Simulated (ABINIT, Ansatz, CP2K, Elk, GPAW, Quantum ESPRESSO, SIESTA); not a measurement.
## Code comparison for CdS (F-43m, 2 atoms in the cell)

Self-consistent single point.

```
CdS
1.0
    0.00000     2.94295     2.94295
    2.94295     0.00000     2.94295
    2.94295     2.94295     0.00000
Cd S
1 1
Cartesian
  0.00000   0.00000   0.00000
  1.47148   1.47148   1.47148
```

All programs got the same cell, k-point mesh and kind of occupations (some realise fixed ones as a very narrow smearing) (in Ansatz's words: kpoints.mp_grid.grid = 5 5 5; scf.occupations.method = fixed); potentials, basis and cutoffs are each program's usual ones.

```tsv
code	model	pressure (GPa)	gap on the mesh (eV)	k-points	cutoff
SIESTA	GGA PBE, numerical atomic orbitals DZP, PseudoDojo PBE standard norm-conserving potentials (rewritten from UPF to PSML)	0.82	1.322	63	grid 350 Ry
Ansatz	PBE, PAW files	1.18	1.082	10	default
GPAW	PBE, GPAW PAW datasets PBE (gpaw-data 1.0.1)	0.95	1.065	10	600 eV
Elk	PBE, all-electron FP-LAPW, Elk's shipped species files, APW+lo basis with extra local orbitals	–	1.078	14	rgkmax 8
ABINIT	PBE, PAW (JTH v2.0 PBE PAW)	1.20	1.064	10	21 Ha
CP2K	PBE, GPW, DZVP-MOLOPT-SR-GTH basis, GTH-PBE potentials (GTH_POTENTIALS)	2.34	1.051	63	grid 500 Ry
Quantum ESPRESSO	PBE, PseudoDojo standard norm-conserving (PBE) pseudopotentials	1.22	1.083	10	105 Ry
```

A dash marks a value that a program does not give, or that is left out as unsure.

Gaps are read on the mesh.

The spread over the programs that give each value: pressure within 1.52 GPa; gap on the mesh within 0.271 eV.

The starting cell comes from a database of computed structures (which also holds hypothetical and non-ambient phases and stackings), without a prior relaxation at this level.

Problem. Why do the programs differ, and what cannot be compared?

Solution. Differences of this kind can come from the potentials, where these differ, and from what each basis and cutoff leave unconverged. The valence holds different numbers of electrons (SIESTA 26, Ansatz (a quantum-chemistry and plane-wave program) 26, GPAW 18, ABINIT 18, CP2K 18, Quantum ESPRESSO 26). The zero of total energies and Fermi levels follows the potentials and each program's conventions, so they are not compared here. SIESTA and CP2K use small atom-centred bases, whose incompleteness enters pressures, forces and empty levels differently from a plane-wave cutoff. Elk treats all electrons, but the usual bases taken here (sphere radii, linearisation, local orbitals, empty states) were not tested for convergence, so the values are no reference for the others. Ansatz's pressure is given at a fixed set of plane waves, as the other plane-wave codes print theirs. The programs reduce the same mesh by symmetry to different extents, which changes the work and not the result. In the pressure, CP2K (by 1.15) lies more than 1 GPa from the median of the plane-wave programs. In the gap, SIESTA (by 0.248) lies more than 0.12 eV from the median of the plane-wave programs.

Left out of this page: FLEUR (with a known weakness of the program).

Keys are those of Ansatz 0.2.
